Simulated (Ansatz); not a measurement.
Band structure of LaSi₂ (I4_1/amd, 6 atoms in the cell).

```xyz
6
Lattice="-2.1942 2.1942 6.8051 2.1942 -2.1942 6.8051 2.1942 2.1942 -6.8051" Properties=species:S:1:pos:R:3 pbc="T T T"
La     0.0000     0.0000     6.8051
La     2.1942     0.0000     3.4025
Si     0.0000     2.1942     4.5699
Si     0.0000     0.0000     1.1673
Si     0.0000     0.0000    12.4428
Si     0.0000     2.1942     2.2352
```

Level of theory: PBEsol, PAW files made with PBE (plane waves; Ansatz, a quantum-chemistry and plane-wave program).

Settings: kpoints.mp_grid.grid = 7 7 7; hamiltonian.xc = pbesol; hamiltonian.pseudopotentials = {kind: paw} (the program's default PAW files); scf.occupations.method = fermi_dirac; scf.occupations.width = 0.1 eV; kpoints.band_path.npoints = 8.

The starting cell comes from a database of computed structures (which also holds hypothetical and non-ambient phases and stackings), without a prior relaxation at this level.

Levels in eV from the Fermi level, bands 16 to 23:
| point | 16 | 17 | 18 | 19 | 20 | 21 | 22 | 23 |
|---|---|---|---|---|---|---|---|---|
| Γ | -2.37 | -2.37 | -1.14 | -0.71 | 0.32 | 0.61 | 1.14 | 1.16 |
| X | -2.79 | -1.85 | -1.85 | 0.87 | 0.87 | 1.72 | 1.72 | 2.05 |
| Y | -2.76 | -1.90 | -1.90 | 0.83 | 0.83 | 1.73 | 1.73 | 2.00 |
| S | -2.34 | -1.99 | -1.50 | -1.07 | 0.30 | 0.98 | 1.36 | 1.37 |
| Z | -2.47 | -2.42 | -2.42 | 0.18 | 0.18 | 0.91 | 0.91 | 1.52 |
| S1 | -2.34 | -1.99 | -1.50 | -1.07 | 0.30 | 0.98 | 1.36 | 1.37 |
| N | -2.17 | -1.43 | -1.09 | -1.07 | -0.68 | 0.59 | 1.19 | 1.73 |
| P | -2.79 | -1.82 | -1.82 | 0.71 | 0.71 | 1.88 | 1.88 | 2.02 |
| Y1 | -2.76 | -1.90 | -1.90 | 0.83 | 0.83 | 1.73 | 1.73 | 2.00 |

Bands cross the Fermi level along this path, so the cell is metallic at this level.

Keys are those of Ansatz 0.2.
